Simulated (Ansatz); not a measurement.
Structures of equal composition on the (111) surface of fcc Cu: a layer of Rh in place of the second plane; a layer of Rh in place of the third plane. The slabs share one bottom face, and each structure is named by its start. These are constructed structures in small cells; real faces may alloy, dewet or reconstruct in larger ones, and not all known structures of the face are among them. Slabs of about 11 Å, Fermi-Dirac smearing of 0.1 eV. Bottom of the slabs: a bare face, its two planes held. Relaxed from the named starts with such symmetry as they have, on meshes of like density; energies extrapolated to zero smearing; spin only where a row says so; no spin-orbit coupling, no U. Brackets mark spin-polarised runs, whose order is one that fits the cell.

Calculation: PBE (plane waves to 420 eV, PAW; Ansatz, a program for electronic structure).

Question: Rank these by energy per 1x1 cell (lowest first), as PBE gives it.

Answer: a layer of Rh in place of the third plane (0.000 eV), a layer of Rh in place of the second plane (0.064 eV)
